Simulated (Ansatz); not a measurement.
Base system: ZrO2 (space group P4_2/nmc, No. 137; a = 3.6013 Å, c = 5.2281 Å).

Calculations: Ansatz (a quantum-chemistry and plane-wave program) r2SCAN, no SOC.

Base values:

| Quantity | Value |
|---|---|
| Band gap | 4.60 eV |
| Shortest interatomic distance | 2.074 Å |
| Width of the top valence band | 0.89 eV |
| Gap character | indirect, k = (0.222, 0.222, 0) in the run's primitive reciprocal basis → Γ |

The change: every Zr is replaced by Hf; the structure is relaxed again.

Tabulated Pauling electronegativity and covalent radius: Zr 1.33, 1.75 Å; Hf 1.30, 1.75 Å.

Problem. What does the calculation give for the band gap, shortest interatomic distance, width of the top valence band and gap character after the change?

Solution. The band gap increases by 0.667 eV (4.60 eV → 5.26 eV); the shortest interatomic distance falls by 0.015 Å (2.074 Å → 2.059 Å); the width of the top valence band increases by 0.09 eV to 0.98 eV; the gap character changes from indirect, k = (0.222, 0.222, 0) in the run's primitive reciprocal basis → Γ to indirect, Z → Γ.

With Hf present, leaving out spin-orbit coupling can change the band edges. Stability against distortions was not tested. This is not the structure that HfO2 has at room temperature and ambient pressure. This is not the structure that ZrO2 has at room temperature and ambient pressure.
